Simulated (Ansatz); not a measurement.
# SnTe: energy against strain

SnTe (rock salt, Fm-3m, 30.296 Å³/atom at rest) under an equal strain ε in the (001) plane with the normal axis free, as in a coherent film. LDA in Ansatz, a plane-wave DFT program (PAW, default set), 420 eV, 9×9×9 Γ-centred mesh, Fermi-Dirac smearing 0.05 eV; ions are relaxed within the symmetry of each cell.

Here s stands for strain and y for E less E0.

```
strain (%)  E less E0 (meV/atom)
----------  --------------------
-3.00                          ?
-1.50                       6.72
-1.00                       2.93
-0.50                       0.72
0.00                        0.00
0.50                        0.69
1.00                        2.72
1.50                        6.00
```

Q: Fit y against s with a parabola, and predict the withheld value at s = -3.00.

A: Least squares gives y = -0.001 - 0.1864·s + 2.8271·s². Residuals (row less fit): 0.080, -0.083, -0.079, 0.001, 0.077, 0.080, -0.080; standard error 0.098 (degrees of freedom: 4). Twice the quadratic coefficient over the volume, 2 × 2.8271 meV × 10⁴ × 0.1602 / 30.296 Å³, is twice the biaxial elastic modulus of this plane = 299 ± 5 GPa. At the withheld row, y = -0.001 - 0.1864 × (-3.0) + 2.8271 × (-3.0)² = 26.002 meV/atom. The calculation gives 28.37 meV/atom, 2.368 meV/atom above the prediction (8.3 % of the range of y in the table). The row lies outside the fitted rows, so this is an extrapolation. From the scatter of the fitted rows alone, a prediction at this place has a standard error of 0.375 meV/atom, so the miss is 6.3 times that.

One order more, fitted to all 13 runs of the series, follows each within 0.02, so the miss is the next term of a smooth law. This level leaves no gap over 0.05 eV at strain -3.00, where the mesh may be coarse. SnTe stands in this structure, which distorts at low temperature. Rows are the converged runs of the series near zero and its far end; series whose fitted rows scatter by over a few per cent of the range, as at a crossing or softening among them, aren't shown in this form. Most that stay on the fit to the last digits aren't either.
